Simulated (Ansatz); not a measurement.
System: N vacancy in zinc-blende BN (charge state +1). These are PBE, PAW (plane waves to 420 eV; Ansatz, a quantum-chemistry and plane-wave program) values and carry that method's errors.

Cell of 64 host sites held at the relaxed PBE lattice; a 2×2×2 k-point mesh shifted by half a step; Fermi-Dirac width 0.01 eV, spin-restricted; finite-size errors left in. Energies are static. The charge state is imposed; whether it is stable for some Fermi level was not computed. Forms of the defect that were not tried may lie lower.

Barriers: single points on a 3×3×3 k-point mesh shifted by half a step at the bands' geometries.

Relaxed starting cell (atoms counted from 1):

```xyz
63
Lattice="7.2497 0.0000 0.0000 0.0000 7.2497 0.0000 0.0000 0.0000 7.2497" Properties=species:S:1:pos:R:3 pbc="T T T"
B      0.0021     0.0064     0.0088
B     -0.0554    -0.0511     3.6881
B     -0.0087     3.6321     0.0049
B      0.0021     3.6281     3.6306
B      3.6277    -0.0044     0.0049
B      3.6238     0.0064     3.6306
B      3.6234     3.6277     0.0092
B      3.6277     3.6320     3.6413
N      0.9046     0.9089     6.3529
N      0.9046     4.5338     2.7280
N      0.9046     4.5337     6.3529
N      4.5294     0.9089     2.7280
N      4.5295     0.9089     6.3529
N      4.5295     4.5338     2.7280
N      4.5294     4.5338     6.3529
B     -0.0555     1.8690     1.7679
B      0.0021     1.8115     5.4472
B      0.0021     5.4394     1.8255
B     -0.0087     5.4355     5.4512
B      3.6238     1.8115     1.8255
B      3.6277     1.8222     5.4511
B      3.6277     5.4355     1.8148
B      3.6234     5.4398     5.4468
N      0.9050     2.7086     0.9283
N      0.9041     2.7087     4.5278
N      0.9041     6.3588     0.9283
N      0.9051     6.3589     4.5278
N      4.5275     2.7196     0.9174
N      4.5314     2.7195     4.5387
N      4.5314     6.3480     0.9174
N      4.5275     6.3479     4.5387
B      1.8646    -0.0511     1.7680
B      1.8071     0.0064     5.4472
B      1.8071     3.6281     1.8255
B      1.8179     3.6320     5.4511
B      5.4351     0.0064     1.8255
B      5.4312    -0.0044     5.4511
B      5.4312     3.6321     1.8147
B      5.4354     3.6277     5.4468
N      2.7043     0.9094     0.9283
N      2.7043     0.9085     4.5278
N      2.7153     4.5318     0.9174
N      2.7153     4.5357     4.5387
N      6.3545     0.9085     0.9283
N      6.3545     0.9094     4.5277
N      6.3436     4.5357     0.9174
N      6.3437     4.5318     4.5387
B      1.8071     1.8114     0.0088
B      1.8647     1.8690     3.6881
B      1.8179     5.4355     0.0049
B      1.8071     5.4394     3.6306
B      5.4311     1.8222     0.0049
B      5.4351     1.8114     3.6305
B      5.4355     5.4398     0.0092
B      5.4312     5.4355     3.6414
N      2.7043     2.7087     2.7276
N      2.7152     2.7195     6.3548
N      2.7043     6.3588     2.7285
N      2.7152     6.3480     6.3509
N      6.3546     2.7086     2.7285
N      6.3436     2.7196     6.3509
N      6.3545     6.3589     2.7276
N      6.3436     6.3479     6.3548
```
Cell charge +1.

End state 1 differs by these moves (Å; atoms that move under 0.08 Å are left out):

```tsv
atom	element	Δx	Δy	Δz
2	B	0.06	0.05	-0.05
4	B	-0.06	0.05	-0.05
16	B	0.06	-0.05	0.05
17	B	-0.06	-0.05	0.05
25	N	0.00	-1.79	-1.79
32	B	-0.05	0.05	0.05
35	B	0.05	0.05	0.05
49	B	0.00	-0.11	-0.11
```

### Question
Give the forward and backward barriers to end state 1 at the level PBE, PAW.

### Answer
forward 7.35 eV, backward 7.35 eV; at the saddle point atom 25 has neighbours B at 1.44, B at 1.87, B at 1.88, 2 B at 1.93; N at 2.18 Å. The saddle point's order was not checked, and it lies on a symmetry element of the cell, where a band can be held.
